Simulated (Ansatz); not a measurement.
Consider this model of amorphous C12Sb12S36.

```xyz
60
Lattice="10.5972 0.0359 0.0606 0.0359 11.2871 0.7625 0.0606 0.7625 11.5226" Properties=species:S:1:pos:R:3 pbc="T T T"
C      7.2090     6.8248     3.8217
C      6.4781     7.2945     9.3777
C      2.9638     1.2884     0.5644
C      1.4664     8.8629     0.9037
C      9.6417     3.9787     9.8323
C      6.5723     1.6898    11.2287
C      7.0743     5.1986     0.5369
C      7.9523     5.5179    10.9421
C      8.8048     4.4355    10.9890
C      2.0408     0.1653     0.3733
C      7.1683     2.7236     5.4745
C      1.5574     7.4931     0.7478
Sb     1.7297     2.5734     8.7388
Sb     1.4598     5.5082     3.0844
Sb     1.5416     6.4868     6.5070
Sb     9.2466     5.7758     5.9157
Sb     6.9619     1.7147     1.7708
Sb     1.2232    10.4360     8.4884
Sb    10.1794     1.2330     4.6733
Sb     2.8831     2.7833     4.8768
Sb     7.1893    10.4287     5.5593
Sb     4.3560     9.1696    10.4134
Sb     3.8029     9.1129     5.8837
Sb     5.5385     1.5911     8.1625
S      7.2516     6.9459     0.8356
S      3.3251     5.2631     4.6958
S      2.8451     6.3940     1.1545
S      6.8941    11.4230    11.4847
S      5.1224     9.9522     4.0401
S     10.5587     8.1810     7.9590
S      3.8477     3.4197     7.5953
S      9.2069     2.6076     8.9983
S      1.3696     3.0778     2.7891
S      8.8825     6.5594     3.5138
S      0.5226     4.7997     9.4796
S      3.5368    11.5073     9.8274
S      6.4950     6.7501     5.3350
S      5.0989     6.4650     9.8151
S      9.1110    11.4955     7.2961
S      5.9043     2.9354    10.3072
S      2.3499    11.1424     6.3494
S      2.6067     8.3855     8.9109
S      8.4856    10.9540     3.5629
S      9.1462     2.7988     0.9229
S      8.1090     6.6216     9.5492
S      0.7602     3.0301     6.1826
S      1.8293     8.1778     4.6998
S      0.5721     1.1609    11.2562
S     10.5573    10.0907    11.7594
S      3.9899     1.2534     1.9065
S      2.9724     3.3763    11.0360
S      8.3805     3.1459     4.3020
S      7.1020     3.5244     6.9569
S      6.4584     8.9650     8.9174
S      0.1202     7.7979    11.5130
S      5.9909     1.5211     5.0653
S      6.0483     4.2598     1.4546
S      2.6287     9.9077     1.6584
S      8.8488     8.1327     6.7671
S      6.1120     7.2360     2.5298
```

Calculation: PBE-D3(BJ), scalar-relativistic without spin-orbit coupling (plane waves to 420 eV, PAW; Ansatz, an electronic-structure program).

The cell was made by melting and quenching with the CHGNet potential and then relaxed with DFT. The hot cell started wider than the set density and was brought back towards it in steps. It is the lowest in DFT energy of 3 quenches. It is a model cell: composition and starting density were chosen by hand, and all elements were melted together. The geometry includes D3(BJ) dispersion. Its density started from a set value of 3.09 and ended at 3.34 g/cm³. The quench (nominally 120 K/ps over its main leg) was far faster than any real one, so the model tends to hold more defects than a real film. A cell of this size samples the disorder only roughly. Volume and shape were free in the relaxation.

Neighbours within C-C 1.72 Å, C-Sb 2.58 Å, C-S 2.00 Å, Sb-Sb 3.34 Å, Sb-S 2.88 Å, S-S 2.39 Å count as bonded.

Task: Give the coordination numbers, mean bond lengths and angles.

Result: 
- Mean coordination of C = 3.00 (12 with 3)
- Mean coordination of Sb = 3.58 (5 with 3, 7 with 4)
- Mean coordination of S = 1.97 (5 with 1, 27 with 2, 4 with 3)
- Mean Sb-S bond = 2.603 Å (spread 0.124 Å, 40 counted)
- Mean C-S bond = 1.719 Å (spread 0.039 Å, 25 counted)
- Mean C-C bond = 1.436 Å (spread 0.048 Å, 5 counted)
- Mean S-S bond = 2.139 Å (spread 0.093 Å, 3 counted)
- Bond angle at C = mean 119.9°, spread 6.1°
- Bond angle at Sb = mean 97.8°, spread 24.6°
- Bond angle at S = mean 98.8°, spread 12.2°

Task: Which atoms depart from the most common coordination of their element?

Result: Sb14 has 3 (S33 2.45 Å, S26 2.48 Å, S27 2.54 Å); Sb16 has 3 (S59 2.54 Å, S34 2.55 Å, Sb15 3.06 Å; S37 at 2.98 Å just beyond); Sb19 has 3 (S39 2.39 Å, S52 2.65 Å, S46 2.69 Å; S43 at 2.99 Å just beyond); Sb20 has 3 (S46 2.50 Å, S26 2.53 Å, S33 2.60 Å; S31 at 2.95 Å just beyond); Sb23 has 3 (S29 2.42 Å, S47 2.48 Å, S41 2.54 Å); S26 has 3 (Sb14 2.48 Å, Sb20 2.53 Å, Sb15 2.82 Å); S28 has 1 (C6 1.66 Å); S30 has 3 (S59 2.08 Å, Sb15 2.68 Å, Sb18 2.68 Å); S32 has 1 (C5 1.66 Å); S36 has 3 (Sb22 2.55 Å, Sb24 2.62 Å, Sb18 2.88 Å; Sb13 at 2.96 Å just beyond); S37 has 1 (C1 1.67 Å; Sb16 at 2.98 Å just beyond); S46 has 3 (Sb20 2.50 Å, Sb19 2.69 Å, Sb13 2.77 Å); S48 has 1 (C10 1.67 Å; S49 at 2.50 Å just beyond); S50 has 1 (C3 1.69 Å).
